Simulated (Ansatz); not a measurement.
Band structure of MgB2 (P6/mmm, 3 atoms in the cell).

```
MgB2
1.0
    2.99722     0.00000     0.00000
   -1.49861     2.59567     0.00000
    0.00000     0.00000     3.44552
Mg B
1 2
Direct
  0.00000   0.00000   0.00000
  0.66667   0.33333   0.50000
  0.33333   0.66667   0.50000
```

Level of theory: PBE, PAW files (plane waves; Ansatz, a quantum-chemistry and plane-wave program).

Settings: kpoints.mp_grid.grid = 13 13 10; hamiltonian.xc = pbe; hamiltonian.pseudopotentials = {kind: paw} (an earlier, softer set of the program's PAW files); scf.occupations.method = fermi_dirac; scf.occupations.width = 0.1 eV; kpoints.band_path.npoints = 8.

The starting cell comes from a database of computed structures (which also holds hypothetical and non-ambient phases and stackings), without a prior relaxation at this level. Its lattice was rescaled by a random factor within 2.5 % of one.

Levels in eV from the Fermi level, bands 5 to 11:
| point | 5 | 6 | 7 | 8 | 9 | 10 | 11 |
|---|---|---|---|---|---|---|---|
| Γ | -12.88 | -3.14 | 0.47 | 0.47 | 1.78 | 6.75 | 6.75 |
| M | -8.72 | -8.13 | -2.23 | 0.17 | 3.25 | 4.14 | 5.66 |
| K | -7.41 | -7.41 | -6.15 | 1.86 | 1.86 | 6.48 | 6.48 |
| A | -11.50 | -7.79 | 0.87 | 0.87 | 7.03 | 7.03 | 8.53 |
| L | -7.71 | -7.18 | -3.72 | -1.95 | -1.30 | 6.32 | 9.50 |
| H | -6.48 | -6.48 | -5.46 | -2.09 | -2.09 | 4.02 | 12.40 |

Bands cross the Fermi level along this path, so the cell is metallic at this level.

Keys are those of Ansatz 0.2.
